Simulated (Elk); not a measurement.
Elk run on As (R-3m, 2 atoms in the cell): self-consistent single point.

Computed with PBE, all-electron FP-LAPW, Elk's shipped species files, APW+lo basis with extra local orbitals in Elk.

The change in words: lattice scaled by 0.98. Reference geometry:
```xyz
2
Lattice="1.8504 1.0683 3.6510 -1.8504 1.0683 3.6510 0.0000 -2.1366 3.6510" Properties=species:S:1:pos:R:3 pbc="T T T"
As     0.0000     0.0000     2.4582
As     0.0000     0.0000     8.4948
```

Reference input (self-consistent single point, DFT, PBE, all-electron FP-LAPW, Elk's shipped species files, APW+lo basis with extra local orbitals): xctype = 20; rgkmax = 7.5; swidth = 0.00367493 Ha; ngridk = 9 9 9; gmaxvr = 14 1/bohr; nxlo = 2; lorbcnd = true; rmtscf = 0.92; lmaxi = 3; maxscl = 100. This run's input differs from it in these lines:

```diff
@@ -31,8 +31,8 @@
 scale
-  7.993999117
+  7.834119209
 
 avec
-    0.4374158906    0.2525422379    0.8630699605
-   -0.4374158906    0.2525422379    0.8630699605
-    0.0000000000   -0.5050843087    0.8630700094
+    0.4374159384    0.2525423235    0.8630699112
+   -0.4374159384    0.2525423235    0.8630699112
+    0.0000000000   -0.5050843059    0.8630700110
```

Output, abridged:

```
│ Self-consistent loop started │
│ Loop number : 1 │
 total energy                :     -4529.19589580
│ Loop number : 2 │
 total energy                :     -4529.14264806
RMS change in Kohn-Sham potential (target) :   0.1477743884     (  0.1000000000E-05)
Absolute change in total energy (target)   :   0.5324774152E-01 (  0.1000000000E-03)
│ Loop number : 3 │
 total energy                :     -4526.04901566
RMS change in Kohn-Sham potential (target) :   0.7886004930E-01 (  0.1000000000E-05)
Absolute change in total energy (target)   :    3.106944330     (  0.1000000000E-03)
│ Loop number : 4 │
   [... lines left out ...]
Absolute change in total energy (target)   :   0.3630112024E-03 (  0.1000000000E-03)
│ Loop number : 13 │
 total energy                :     -4522.34617128
RMS change in Kohn-Sham potential (target) :   0.2516669480E-07 (  0.1000000000E-05)
Absolute change in total energy (target)   :   0.1092833509E-03 (  0.1000000000E-03)
│ Loop number : 14 │
 total energy                :     -4522.34617065
RMS change in Kohn-Sham potential (target) :   0.1252659905E-07 (  0.1000000000E-05)
Absolute change in total energy (target)   :   0.2794736065E-04 (  0.1000000000E-03)
Convergence targets achieved

│ Loop number : 15 │

Energies :
 Fermi                       :     0.294270843353
 total energy                :     -4522.34617094

Density of states at Fermi energy :    6.854347953
 (states/Hartree/unit cell)

Estimated indirect band gap :   0.9370859763E-02
 from k-point     85 to k-point     59
Estimated direct band gap   :   0.1905272199E-01
 at k-point      5

Charges :
 core                        :    36.00000000
 valence                     :    30.00000000
 interstitial                :    4.088894798
 muffin-tins (core leakage)
  species :    1 (As)
   atom    1                 :    30.95555260     (  0.4599413683E-03)
   atom    2                 :    30.95555260     (  0.4599413683E-03)
 total in muffin-tins        :    61.91110520
 total calculated charge     :    65.98288088
 total charge                :    66.00000000
 error                       :   0.1711912098E-01

│ Self-consistent loop stopped │
```

The run converged in 15 iterations. The count includes the last loop, which Elk runs after its targets are met. Against the reference run the free energy rises by 62.3 meV/atom.

The starting cell comes from a database of computed structures (which also holds hypothetical and non-ambient phases and stackings), without a prior relaxation at this level. Its lattice was rescaled by a random factor within 2.5 % of one. For this run, on top of that: lattice scaled by 0.98. Values depend on the basis (sphere radii, cutoffs, local orbitals), which need not be converged. The log's line on a gap gives a spacing of levels on this mesh, which the program prints for metals too.

Cost on one core of a shared machine: roughly 60 s.
